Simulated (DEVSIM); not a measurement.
Structure: Schottky contact on n-type GaP, at 350 K.

```
layer (left to right)  material  thickness (μm)  Nd (cm⁻³)  τn (s)  τp (s)
---------------------  --------  --------------  ---------  ------  ------
1                           GaP            11.0     1.2e17  3.2e-7  3.2e-7
```

Left contact: Schottky, work function 4.72 eV, emission velocity 1.6e6 cm/s. Right contact: ohmic. Voltage is applied to the left contact. Recombination: SRH at mid-gap, radiative, Auger. Mobility is μmin + (μ − μmin)/(1 + (N/Nref)^α).

The device is made up for the run: typed textbook-type constants, with dimensions and the other settings drawn at random. Values at 300 K; Nc and Nv go as T^1.5, mobilities as T to minus their exponent, the gap by Varshni's rule with the affinity fixed.

```tsv
parameter	GaP
gap (eV)	2.26
affinity (eV)	3.8
permittivity	11.1
Nc (cm⁻³)	1.8e19
Nv (cm⁻³)	1.9e19
μn (cm²/Vs)	250
μp (cm²/Vs)	150
μn,min	10
μp,min	10
Nref,n	4.4e18
Nref,p	1e18
αn	0.8
αp	0.85
T exponent of μn	1.6
T exponent of μp	1.98
B (cm³/s)	1e-13
Cn (cm⁶/s)	1e-30
Cp (cm⁶/s)	1e-30
Varshni α (eV/K)	0.00058
Varshni β (K)	372
```

DEVSIM, 1D drift-diffusion, Boltzmann statistics, complete ionisation; no tunnelling, impact ionisation, image-force lowering or self-heating. Metal contacts follow the ideal Schottky-Mott rule: no Fermi-level pinning, no interface dipoles.

Base results: dark forward voltage at 100 A/cm² (V) 0.626; largest field in the device at zero bias (V/cm) 170000; dark forward voltage at 1 A/cm² (V) 0.453; potential step across the device at zero bias (V) 0.762.

Q: What follows from this one change: metal work function 4.72 → 4.57 eV?

A: dark forward voltage at 100 A/cm² 0.626 → 0.476 V; largest field in the device at zero bias 170000 → 150000 V/cm; dark forward voltage at 1 A/cm² 0.453 → 0.303 V; potential step across the device at zero bias 0.762 → 0.612 V.

Q: What follows from this one change: thickness of layer 1 11 → 19 μm?

A: dark forward voltage at 100 A/cm² 0.626 → 0.647 V; largest field in the device at zero bias little changed (170000 V/cm); dark forward voltage at 1 A/cm² little changed (0.453 V); potential step across the device at zero bias little changed (0.762 V).

Q: What follows from this one change: doping Nd of layer 1 1.2e+17 → 3.6e+16 cm^-3?

A: dark forward voltage at 100 A/cm² 0.626 → 0.697 V; largest field in the device at zero bias 170000 → 90000 V/cm; dark forward voltage at 1 A/cm² little changed (0.456 V); potential step across the device at zero bias 0.762 → 0.726 V.
